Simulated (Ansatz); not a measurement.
The reference is C in the graphite type structure (space group P6_3/mmc, No. 194; layered, stacked along the Cartesian z axis).

```
C
1.0
    2.45828     0.00000     0.00000
   -1.22914     2.12893     0.00000
    0.00000     0.00000     6.56348
C
4
Direct
  0.00000   0.00000   0.25000
  0.00000   0.00000   0.75000
  0.33333   0.66667   0.25000
  0.66667   0.33333   0.75000
```

Cartesian axes are those of the cell as printed.

Computed with DFT with PBEsol-D3(BJ), PAW potentials and a 420 eV plane-wave cutoff in Ansatz (a quantum-chemistry and plane-wave program), no SOC.

Base values:

```
Quantity          Result
---------------  -------
Pressure         0.0 GPa
Band gap            zero
Volume per atom  8.59 Å³
```

Now apply this change: biaxial strain +4.12 %, plane normal [001], relaxed out of plane (Cartesian); in-plane vectors clamped, the third vector and the atoms free.

Problem. How does this affect the pressure?

Solution. The pressure (mean of the normal stresses, compression positive) goes from zero to -29.7 GPa.

Problem. How does this affect the band gap?

Solution. The band gap remains zero.

Problem. What happens to the volume per atom?

Solution. The volume per atom rises by 0.79 Å³, from 8.59 Å³ to 9.38 Å³.

The mesh was chosen for an insulator and is coarse for the gapless case. No phonon test of stability was made.
